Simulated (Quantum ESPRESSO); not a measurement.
Input and output of a self-consistent single point for CdPbF6 (P1, 8 atoms in the cell) (Quantum ESPRESSO).

Computed with LDA (PZ), GBRV 1.5 ultrasoft (LDA) pseudopotentials (plane waves; Quantum ESPRESSO).

The change in words: lattice scaled by 0.98. Reference geometry:
```
CELL_PARAMETERS angstrom
      2.64395     1.52649     5.11194
     -2.64395     1.52649     5.11194
      0.00000    -3.05297     5.11194
ATOMIC_POSITIONS crystal
  Cd 0.50875 0.50116 0.49611
  Pb 0.00110 0.99800 0.00216
  F  0.23730 0.60887 0.91307
  F  0.75486 0.39240 0.08758
  F  0.91460 0.24163 0.60508
  F  0.07982 0.75804 0.40344
  F  0.60308 0.91667 0.23472
  F  0.40049 0.08322 0.75784
```

Reference input (self-consistent single point, DFT, LDA (PZ), plane waves, GBRV 1.5 ultrasoft (LDA) pseudopotentials): ecutwfc = 40 Ry; ecutrho = 200 Ry; occupations = smearing; smearing = fermi-dirac; degauss = 0.000734986 Ry; potentials = {Cd: cd_lda_v1.uspp.F.UPF, Pb: pb_lda_v1.uspp.F.UPF, F: f_lda_v1.4.uspp.F.UPF}; K_POINTS = automatic 3 3 3 0 0 0; conv_thr = 1e-10 Ry. This run's input differs from it in these lines:

```diff
@@ -26,10 +26,10 @@
 ATOMIC_POSITIONS angstrom
-Cd    0.020046429    0.027009626    7.698684473
-Pb    0.008201533   -0.007962146    0.006461488
-F    -0.982423077   -1.495912558    8.993144496
-F     0.958312897    1.483897595    6.312444733
-F     1.779296388   -0.082312651    9.003664862
-F    -1.793158617    0.047296611    6.345452510
-F    -0.829126856    1.603273301    8.968740108
-F     0.838853948   -1.575285199    6.346745830
+Cd    0.019645500    0.026468932    7.544710392
+Pb    0.008037502   -0.007802903    0.006332258
+F    -0.962774616   -1.465994926    8.813281148
+F     0.939146639    1.454219264    6.186195517
+F     1.743710460   -0.080666986    8.823591107
+F    -1.757295445    0.046350266    6.218543137
+F    -0.812544319    1.571207286    8.789364850
+F     0.822076869   -1.543779943    6.219810591
 K_POINTS automatic
@@ -37,5 +37,5 @@
 CELL_PARAMETERS angstrom
-   2.643950000     1.526485000     5.111937000
-  -2.643950000     1.526485000     5.111937000
-   0.000000000    -3.052970000     5.111937000
+   2.591071000     1.495955000     5.009698000
+  -2.591071000     1.495955000     5.009698000
+   0.000000000    -2.991911000     5.009698000
```

Output (repeated stretches shortened):

```
     Self-consistent Calculation

     iteration #  1     ecut=    40.00 Ry     beta= 0.70

     negative rho (up, down):  3.591E-02 0.000E+00

     total energy              =    -569.73110869 Ry
     estimated scf accuracy    <       0.75326823 Ry

     iteration #  2     ecut=    40.00 Ry     beta= 0.70

     negative rho (up, down):  3.728E-02 0.000E+00

     total energy              =    -569.91968553 Ry
     estimated scf accuracy    <       0.78903966 Ry

     iteration #  3     ecut=    40.00 Ry     beta= 0.70

     negative rho (up, down):  3.745E-02 0.000E+00

     total energy              =    -570.07982430 Ry
     estimated scf accuracy    <       0.00501807 Ry

   [... 7 blocks of this kind left out ...]

     iteration # 11     ecut=    40.00 Ry     beta= 0.70

     negative rho (up, down):  3.751E-02 0.000E+00

     total energy              =    -570.08127349 Ry
     estimated scf accuracy    <          6.7E-10 Ry

     iteration # 12     ecut=    40.00 Ry     beta= 0.70

     negative rho (up, down):  3.751E-02 0.000E+00
     End of self-consistent calculation

     the Fermi energy is     4.1678 ev

!    total energy              =    -570.08127349 Ry
     estimated scf accuracy    <          1.6E-11 Ry
     smearing contrib. (-TS)   =       0.00000000 Ry
     internal energy E=F+TS    =    -570.08127349 Ry

     convergence has been achieved in  12 iterations

     negative rho (up, down):  3.751E-02 0.000E+00

     Forces acting on atoms (cartesian axes, Ry/au):

     atom    1 type  1   force =    -0.00676456   -0.00973986   -0.01306270
     atom    2 type  2   force =     0.00161646    0.00347064    0.00992037
     atom    3 type  3   force =     0.01949424   -0.00221979   -0.01255927
     atom    4 type  3   force =    -0.01520494    0.00356416    0.00907109
     atom    5 type  3   force =     0.00112712    0.01022461   -0.00181638
   [... lines left out ...]
     Total force =     0.041005     Total SCF correction =     0.000004
   [... lines left out ...]

     negative rho (up, down):  3.751E-02 0.000E+00
          total   stress  (Ry/bohr**3)                   (kbar)     P=       17.52
   0.00014920  -0.00000271  -0.00005920           21.95       -0.40       -8.71
  -0.00000271   0.00007824  -0.00000617           -0.40       11.51       -0.91
  -0.00005920  -0.00000617   0.00012994           -8.71       -0.91       19.11

   JOB DONE.
```

The run converged in 12 iterations. Against the reference run the free energy drops by 5.4 meV/atom, the pressure goes from -4.30 to 1.75 GPa, the largest force goes from 0.360 to 0.599 eV/Å and the gap on the mesh goes from 2.199 to 2.371 eV.

The starting cell comes from a database of computed structures (which also holds hypothetical and non-ambient phases and stackings), without a prior relaxation at this level. Its atoms were displaced at random from the sites of space group no. 148. For this run, on top of that: lattice scaled by 0.98. Spin-orbit coupling is off.

Cost on one core of a shared machine: roughly 50 s.
